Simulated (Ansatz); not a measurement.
The parent structure is HgSe in the zinc blende structure (space group F-43m, No. 216; a = 6.133 Å).

Method: Kohn–Sham DFT with the PBEsol functional, run in Ansatz (a program for electronic structure) with PAW and 420 eV plane waves, scalar-relativistic without spin-orbit coupling.

For the base:

| Item | Result |
|---|---|
| Lattice parameter a | 6.133 Å |

Now apply this change: full substitution Hg → Cd; the structure is relaxed again.

Tabulated Pauling electronegativity and covalent radius: Hg 2.00, 1.32 Å; Cd 1.69, 1.44 Å.

Task: What happens to the lattice parameter a?

Result: The lattice parameter a falls by 0.0515 Å, from 6.133 Å to 6.082 Å.

Task: What happens to the hole mass?

Result: The hole mass (degenerate bands, along [100]) amounts to 0.050, 0.66, 0.66 mₑ (at Γ).

Task: What happens to the electron mass?

Result: The electron mass comes out as 0.049 mₑ (at Γ).

Spin-orbit coupling, missing from the scalar runs, can matter with Hg. The levels and masses belong to the bands next to the band gap. Effective masses come from finite differences of ±0.01 Å⁻¹. No phonon test of stability was made. All final runs are without spin polarisation.
